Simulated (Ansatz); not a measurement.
**NaCl: band gap against strain**

NaCl (rock salt, Fm-3m, 21.969 Å³/atom at rest) under an equal strain ε in the (111) plane with the normal axis free, as in a coherent film. PBEsol in Ansatz, a plane-wave DFT program (PAW, default set), 420 eV, 10×10×10 Γ-centred mesh, Fermi-Dirac smearing 0.05 eV; ions are relaxed within the symmetry of each cell. Gaps are the smallest over the k-mesh and a band path, without spin-orbit coupling; in all rows the valence edge lies at Γ and the conduction edge at Γ.

Here s stands for strain and Eg for gap.

| strain (%) | gap (eV) |
|---|---|
| -2.50 | ? |
| -1.25 | 5.032 |
| -0.83 | 5.025 |
| -0.42 | 5.019 |
| 0.00 | 5.012 |

Problem. Using a straight line, estimate the missing Eg at s = -2.50 from the other rows, showing the fit.

Solution. Means: s -0.62500, Eg 5.0220. About the means, the sum of products is -0.013730 and the sum of squares of s is 0.86530; the slope is their ratio. Least squares gives Eg = 5.0121 - 0.01587·s. Residuals (row less fit): 0.0001, -0.0003, 0.0002, -0.0001; standard error 0.0003 (degrees of freedom: 2). Over these rows the gap moves by -1.6 ± 0.03 eV per unit strain. At the withheld row, Eg = 5.0121 - 0.01587 × (-2.50) = 5.0518 eV. The calculation gives 5.045 eV, 0.0068 eV below the prediction (20.6 % of the range of Eg in the table). The row lies outside the fitted rows, so this is an extrapolation. The fitted rows scatter only by rounding.

One order more, fitted to all 7 runs of the series, follows each within 0.001, so the miss is the next term of a smooth law. Rows are the converged runs of the series near zero and its far end; series whose fitted rows scatter by over a few per cent of the range, as at a crossing or softening among them, aren't shown in this form. Most that stay on the fit to the last digits aren't either.
